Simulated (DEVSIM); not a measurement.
GaAs n-i-p diode

System: GaAs n-i-p diode, at 300 K.

| layer (left to right) | material | thickness (μm) | Nd (cm⁻³) | Na (cm⁻³) | τn (s) | τp (s) |
|---|---|---|---|---|---|---|
| 1 | GaAs | 1.70 | 1.2e17 | - | 1.2e-8 | 1.2e-8 |
| 2 | GaAs | 0.220 | - | 6.3e11 | 1.2e-8 | 1.2e-8 |
| 3 | GaAs | 2.10 | - | 4.5e17 | 1.2e-8 | 1.2e-8 |

Left contact: ohmic. Right contact: ohmic. Voltage is applied to the left contact. Recombination: SRH at mid-gap, Auger. Mobility is μmin + (μ − μmin)/(1 + (N/Nref)^α).

Constants are typed, rounded textbook-type inputs, not results; the design itself was drawn at random and stands for no fabricated device. Values at 300 K.

| parameter | GaAs |
|---|---|
| gap (eV) | 1.424 |
| affinity (eV) | 4.07 |
| permittivity | 12.9 |
| Nc (cm⁻³) | 4.7e17 |
| Nv (cm⁻³) | 9e18 |
| μn (cm²/Vs) | 8500 |
| μp (cm²/Vs) | 400 |
| μn,min | 500 |
| μp,min | 20 |
| Nref,n | 6e16 |
| Nref,p | 1.5e17 |
| αn | 0.39 |
| αp | 0.38 |
| Cn (cm⁶/s) | 1e-30 |
| Cp (cm⁶/s) | 1e-30 |

Model (solved in DEVSIM): 1D drift-diffusion, Boltzmann statistics, complete ionisation; no tunnelling, impact ionisation, image-force lowering or self-heating.

The potential step across the device at zero bias is 1.311 V and the dark forward voltage at 1 A/cm² comes out as 1.068 V. The dark forward voltage at 100 A/cm² comes out as 1.192 V.

Dark reverse current:

```json
[
 {"V (V)": "0.10", "J (A/cm²)": "3.6e-11"},
 {"V (V)": "0.25", "J (A/cm²)": "6.9e-11"},
 {"V (V)": "0.50", "J (A/cm²)": "1.1e-10"},
 {"V (V)": "0.75", "J (A/cm²)": "1.5e-10"},
 {"V (V)": "1.00", "J (A/cm²)": "1.7e-10"},
 {"V (V)": "1.50", "J (A/cm²)": "2.2e-10"},
 {"V (V)": "2.00", "J (A/cm²)": "2.5e-10"},
 {"V (V)": "2.50", "J (A/cm²)": "2.8e-10"},
 {"V (V)": "3.25", "J (A/cm²)": "3.1e-10"},
 {"V (V)": "4.00", "J (A/cm²)": "3.4e-10"},
 {"V (V)": "5.00", "J (A/cm²)": "3.7e-10"}
]
```

Small-signal capacitance in reverse bias (quasi-static):

| V (V) | C (nF/cm²) |
|---|---|
| 0.1 | 43.7 |
| 0.25 | 43.0 |
| 0.5 | 41.8 |
| 0.75 | 40.8 |
| 1 | 39.8 |
| 1.5 | 38.1 |
| 2 | 36.6 |
| 2.5 | 35.2 |
| 3.25 | 33.5 |
| 4 | 32.0 |
| 5 | 30.2 |
